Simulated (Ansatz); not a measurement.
Take GaN (space group P4_2/mnm, No. 136; a = 5.4704 Å, c = 3.1829 Å; a hypothetical phase, not in the database extracts checked) as the base. Axes: x, y, z lie along a, b, c of the conventional cell.

All numbers come from PBEsol (Ansatz, an electronic-structure program), no SOC.

Before the change:

The band gap comes out as 1.87 eV.

Now apply this change: tensile biaxial strain of 1.17 % in the plane normal to [001], as in epitaxy on a mismatched substrate; the out-of-plane cell vector and the atoms relax.

Question: How does this affect the out-of-plane strain?

Answer: The out-of-plane strain comes out as -0.71 %.

Question: How does this affect the band gap?

Answer: The band gap falls by 0.05 eV (1.87 eV → 1.82 eV).

Question: What happens to the in-plane stress?

Answer: The mean in-plane stress (compression positive) is -3.6 GPa.

Whether these cells are dynamically stable was not tested.
